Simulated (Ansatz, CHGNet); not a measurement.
For NiGe (Pnma, No. 62, 8 atoms in the cell; start mp-1099), the machine-learned potential CHGNet 0.3.0 (trained on PBE and PBE+U data) gives:

| Property | Value |
|---|---|
| equilibrium volume per atom | 13.68 Å³/atom |
| formation enthalpy | -0.395 eV/atom |

What does PBE-D4 in Ansatz (plane waves, PAW) give for the same quantities?


- equilibrium volume per atom: 13.36 Å³/atom (drops by 2.3 %)
- formation enthalpy: -0.368 eV/atom (moves by +0.027 eV/atom)

Changes are worked out from the printed values.

Unless a cell is named, each level is at its own relaxed cell (CHGNet 0.3.0 13.68, PBE-D4 13.36 Å³/atom).

The crystal itself was run without spin with PBE-D4; a magnetic state was not tried in these runs.

Caveats: the relaxation could not lower the start's symmetry, so the cell can be a saddle point above a distorted one (CHGNet 0.3.0, PBE-D4). Ansatz's density-functional and Hartree–Fock values are scalar-relativistic unless marked +SOC, with PAW data made under PBE.

A start named mp-… is a Materials Project structure, which need not be a measured phase.

Ansatz is an electronic-structure program.
